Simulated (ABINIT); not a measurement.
# Short convergence ladders for In (I4/mmm, 1 atom in the cell)

```
In
1.0
   -1.62987     1.62987     2.48243
    1.62987    -1.62987     2.48243
    1.62987     1.62987    -2.48243
In
1
Direct
  0.00000   0.00000   0.00000
```

Base method: PBE, norm-conserving pseudopotentials (PseudoDojo nc-sr-05 PBE standard) (plane waves; ABINIT 10.0.3).

Base settings: pseudos = [In.upf]; ecut = 35 Ha; occopt = 3; tsmear = 0.1 eV; ngkpt = 7 7 7; nshiftk = 1; shiftk = 0 0 0; potentials = PseudoDojo nc-sr-05 PBE standard; nband = 12; kptopt = 1.

The count of work is k-points × plane waves × bands × iterations; it is no time. Core times come from one kind of shared machine, to one figure; runs under 30 s give none.

**The k-point mesh**

The second cell is the first with its lattice scaled by 0.98.

Only quantities that move along the ladder and can be compared are tabulated.

```tsv
ngkpt	free energy less the last step's (meV/atom)	energy of the compressed cell less the first (meV/atom)	pressure (GPa)	count of work / last	core time / last (rough)
2 2 2	-373.06	-39.38	-5.00	0.019	–
3 3 3	660.21	31.83	2.02	0.058	–
4 4 4	136.02	51.56	3.73	0.13	–
6 6 6	-24.62	23.87	1.05	0.26	–
7 7 7	11.95	24.95	1.21	0.39	0.4
9 9 9	17.15	30.75	1.76	0.73	0.6
10 10 10	0.00	29.29	1.57	1.0	1
```

Coarsest ngkpt that holds the free energy within 5 meV/atom: not settled: the last two steps still differ by 17 meV/atom, over half the tolerance, so the ladder does not show it.

Coarsest ngkpt that holds the pressure within 1 GPa of the last step, with all finer ones: 6 6 6, at 0.26 of the last step's count of work; the step before is off by 2.2 GPa.

Coarsest ngkpt that holds the energy of the compressed cell less the first within 2 meV/atom: not settled: the last two steps still differ by 1.5 meV/atom, over half the tolerance, so the ladder does not show it.

**The k-point mesh at a smearing width of 0.05 eV**

In this ladder: tsmear = 0.05 eV.

Only quantities that move along the ladder and can be compared are tabulated.

```csv
ngkpt,free energy less the last step's (meV/atom),pressure (GPa),count of work / last,core time / last (rough)
5 5 5,45.04,2.46,0.033,–
7 7 7,9.02,1.17,0.073,0.1
9 9 9,14.99,1.72,0.14,0.2
13 13 13,-1.63,1.62,0.36,0.4
19 19 19,0.00,1.60,1.0,1
```

Coarsest ngkpt that holds the pressure within 0.2 GPa of the last step, with all finer ones: 9 9 9, at 0.14 of the last step's count of work and about 0.2 of the last step's time; the step before is off by 0.43 GPa.

Coarsest ngkpt that holds the free energy within 5 meV/atom of the last step, with all finer ones: 13 13 13, at 0.36 of the last step's count of work and about 0.4 of the last step's time; the step before is off by 15 meV/atom.

**The SCF threshold**

In this ladder: tolvrs = default.

The mesh stays at the base's, so the ladder's end is converged at best in this setting alone.

Only quantities that move along the ladder and can be compared are tabulated.

```csv
toldfe,pressure (GPa),count of work / last
0.0037 Ha,-0.05,0.14
3.7e-05 Ha,1.14,0.17
3.7e-07 Ha,1.21,0.24
3.7e-09 Ha,1.21,0.28
3.7e-14 Ha,1.21,1.0
```

Coarsest toldfe that holds the pressure within 0.1 GPa of the last step, with all finer ones: 3.7e-05 Ha, at 0.17 of the last step's count of work; the step before is off by 1.3 GPa.

On the base run: the starting cell has typed, rounded lattice constants, without a prior relaxation at this level. Its lattice was rescaled by up to half a per cent.
